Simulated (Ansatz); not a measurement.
Effective masses and thermopower of MgSe under load (space group R-3m)

Consider the following.

```xyz
2
Lattice="0.0188 2.7501 2.7501 2.7501 0.0188 2.7501 2.7501 2.7501 0.0188" Properties=species:S:1:pos:R:3 pbc="T T T"
Mg     0.0000     0.0000     0.0000
Se     2.7596     2.7596     2.7596
```

These are r2SCAN with spin-orbit coupling, rigid bands (plane waves, PAW; Ansatz, an electronic-structure program) values and carry that method's errors. Condition of this run: uniaxial stress along [111] of -1 GPa (compression positive) (the target of the relaxation). How the cell was made: cell and atoms relaxed with r2SCAN, then loaded as said.

The band gap is 2.30 eV and the electron conductivity mass (300 K, dilute) comes out as 0.31 mₑ. The hole conductivity mass (300 K, dilute) comes out as 0.88 mₑ, the effective density of states N_c (300 K) is 1.4e19 cm⁻³ and the effective density of states N_v (300 K) is 2.3e19 cm⁻³. The density-of-states mass, electrons is 0.66 mₑ and the density-of-states mass, holes comes out as 0.96 mₑ. The Seebeck coefficient, n-type 1e19 cm⁻³, 300 K is -246 μV/K. The best n-type power factor at 300 K for τ = 10 fs (best axis; densities from 1e16 to 1e21 cm⁻³ tried, whether or not they can be reached) comes out as 7.1 μW/(cm·K²) at 3e19 cm⁻³ and the Seebeck coefficient, p-type 1e19 cm⁻³, 300 K comes out as 334 μV/K.

Rigid bands; masses and Seebeck coefficients take one relaxation time τ for all states and one kind of carrier; polarons and phonon drag are left out.
